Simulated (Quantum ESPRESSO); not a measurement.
Quantum ESPRESSO run on NbPd₃ (I4/mmm, 4 atoms in the cell): self-consistent single point.

Method of the run: PBEsol, GBRV 1.5 ultrasoft (PBESOL) pseudopotentials (plane waves; Quantum ESPRESSO 7.5).

```
NbPd3
1.0
    1.95827    -1.95827     4.01803
    1.95827     1.95827     4.01803
   -1.95827    -1.95827     4.01803
Nb Pd
1 3
Cartesian
  0.00000   0.00000   0.00000
  0.00000   0.00000   4.01803
 -1.95827   0.00000   2.00902
  0.00000   1.95827   2.00902
```

Reference input (self-consistent single point, DFT, PBEsol, plane waves, GBRV 1.5 ultrasoft (PBESOL) pseudopotentials): ecutwfc = 40 Ry; ecutrho = 320 Ry; occupations = smearing; smearing = cold; degauss = 0.0036749 Ry; potentials = {Nb: nb_pbesol_v1.uspp.F.UPF, Pd: pd_pbesol_v1.4.uspp.F.UPF}; K_POINTS = automatic 9 9 9 0 0 0; conv_thr = 1e-10 Ry; mixing_beta = 0.7. This run's input differs from it in these lines:

```diff
@@ -14,4 +14,4 @@
   ntyp = 2
-  ecutwfc = 40
-  ecutrho = 320
+  ecutwfc = 70
+  ecutrho = 560
   occupations = 'smearing'
```

Output, abridged:

```
     Self-consistent Calculation

     iteration #  1     ecut=    70.00 Ry     beta= 0.70

     negative rho (up, down):  2.262E-01 0.000E+00

     total energy              =    -710.62703077 Ry
     estimated scf accuracy    <       5.75851022 Ry

     iteration #  2     ecut=    70.00 Ry     beta= 0.70

     negative rho (up, down):  2.310E-01 0.000E+00

     total energy              =    -712.46075896 Ry
     estimated scf accuracy    <      14.97808023 Ry

     iteration #  3     ecut=    70.00 Ry     beta= 0.70

     negative rho (up, down):  2.319E-01 0.000E+00

     total energy              =    -713.75571083 Ry
     estimated scf accuracy    <       0.55629765 Ry

   [... 9 blocks of this kind left out ...]

     iteration # 13     ecut=    70.00 Ry     beta= 0.70

     negative rho (up, down):  2.325E-01 0.000E+00

     total energy              =    -713.98560508 Ry
     estimated scf accuracy    <       0.00000006 Ry

     iteration # 14     ecut=    70.00 Ry     beta= 0.70

     negative rho (up, down):  2.325E-01 0.000E+00
     End of self-consistent calculation

     the Fermi energy is    19.2563 ev

!    total energy              =    -713.98560509 Ry
     estimated scf accuracy    <          6.6E-11 Ry
     smearing contrib. (-TS)   =      -0.00001886 Ry
     internal energy E=F+TS    =    -713.98558622 Ry

     convergence has been achieved in  14 iterations

     negative rho (up, down):  2.325E-01 0.000E+00

     Forces acting on atoms (cartesian axes, Ry/au):

     atom    1 type  1   force =     0.00000000    0.00000000    0.00000000
   [... zero for the other atoms too ...]

     Total force =     0.000000     Total SCF correction =     0.000000

     negative rho (up, down):  2.325E-01 0.000E+00
          total   stress  (Ry/bohr**3)                   (kbar)     P=      -59.22
  -0.00040742  -0.00000000   0.00000000          -59.93       -0.00        0.00
   0.00000000  -0.00040742   0.00000000            0.00      -59.93        0.00
   0.00000000   0.00000000  -0.00039294            0.00        0.00      -57.80

   JOB DONE.
```

The run converged in 14 iterations. Against the reference run the free energy goes down by 14.1 meV/atom and the pressure goes from -5.80 to -5.92 GPa.

The starting cell comes from a database of computed structures (which also holds hypothetical and non-ambient phases and stackings), without a prior relaxation at this level. Spin polarisation is off.

Cost on one core of a shared machine: roughly 5 min.
